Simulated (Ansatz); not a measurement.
We consider CsCl-type ErAg, described by PBEsol in Ansatz (plane waves, PAW).

Settings: plane-wave cutoff 500 eV, 16×16×16 k mesh, Fermi–Dirac smearing 0.1 eV, spin-polarised start, scalar-relativistic PAW data made under PBE.

Computed at the level's own relaxed cell.

### Question
Estimate the equilibrium volume per atom and lattice constant a that the calculation returns.

### Answer

- equilibrium volume per atom = 23.06 Å³/atom
- lattice constant a = 3.586 Å

The run finds no gap.

Note: the magnetic order was assumed, not searched for or taken from measurement; the 4f shell is treated without U or exact exchange, so its levels and filling can be wrong.

Spin–orbit coupling is not included.

The computed numbers hold no vibrational or temperature effects.

Ansatz is an electronic-structure program.
